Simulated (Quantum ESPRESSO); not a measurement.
Quantum ESPRESSO 7.5, DFT, PBE, plane waves, PseudoDojo 0.5 standard norm-conserving PBE (local tails restored to the Coulomb form): a series of growing systems, each on 32 ranks. The k mesh and basis are held over the series and aren't claimed converged, least of all for the small cells.

task: scf
k mesh: gamma
ecutwfc: 92 Ry
ecutrho: 368 Ry
occupations: smearing
smearing: mv
degauss: 0.02 Ry
tprnfor: true
tstress: false
k-point pools (-nk): 1
diagonalization: david (default)
mixing_mode: plain (default)
mixing_beta: 0.7 (default)
mixing_ndim: 8 (default)

It runs on a single node (AMD EPYC (Zen 5), 96 cores on 1 socket, no SMT, 12 L3 cache groups).

Each time is the median wall time of two to five repeats, run one at a time on the otherwise empty machine; start-up is included. Processes are pinned to neighbouring cores unless said otherwise. The build: conda-forge: Open MPI 5.0, OpenMP, OpenBLAS 0.3.34 (pthreads), FFTW, ScaLAPACK, ELPA; another build can shift the numbers. Scratch files lie in a memory file system.

Measured:

| system | conv_thr | bands | electrons | G-vectors of the density | SCF iterations | wall time | peak memory |
|---|---|---|---|---|---|---|---|
| Cu(111) slab of 2 layers, 2x2, atoms displaced (Cu8), unrelaxed, 8 atoms | 8e-09 Ry | 91 | 152 | 146502 | 16 | 2.04 s | 0.78 GiB |
| Cu(111) slab of 3 layers, 2x2, atoms displaced (Cu12), unrelaxed, 12 atoms | 1.2e-08 Ry | 137 | 228 | 165414 | 21 | 3.63 s | 1.00 GiB |
| Cu(111) slab of 4 layers, 2x2, atoms displaced (Cu16), unrelaxed, 16 atoms | 1.6e-08 Ry | 182 | 304 | 184542 | 21 | 4.41 s | 1.2 GiB |

Still to run:

```csv
system,conv_thr,bands,electrons,G-vectors of the density
"Cu(111) slab of 6 layers, 2x2, atoms displaced (Cu24), unrelaxed, 24 atoms",2.4e-08 Ry,274,456,222468
"Cu(111) slab of 8 layers, 2x2, atoms displaced (Cu32), unrelaxed, 32 atoms",3.2e-08 Ry,365,608,260551
```

Q: Estimate time and memory of the remaining systems.

A: The two largest measured give a power of ln(4.41/3.63) / ln(16/12) = 0.68 in the count of atoms; the table sets what it predicts beside the runs.

```tsv
system	time by that power	SCF iterations	wall time	peak memory
Cu(111) slab of 6 layers, 2x2, atoms displaced (Cu24), unrelaxed, 24 atoms	5.8 s	30	10.0 s	1.5 GiB
Cu(111) slab of 8 layers, 2x2, atoms displaced (Cu32), unrelaxed, 32 atoms	7.1 s	50	30.2 s	2.1 GiB
```

From the smallest system to the largest the time grows as the power 1.9 of the count of atoms; from step to step the powers are 1.4, 0.7, 2.0, 3.8. In the smallest, launch, exit and the like take 0.59 s of the 2.0 s. The largest part is start and exit outside the program's clock (29 %) in the smallest system and FFTs of H·ψ (vloc_psi) (38 %) in the largest.
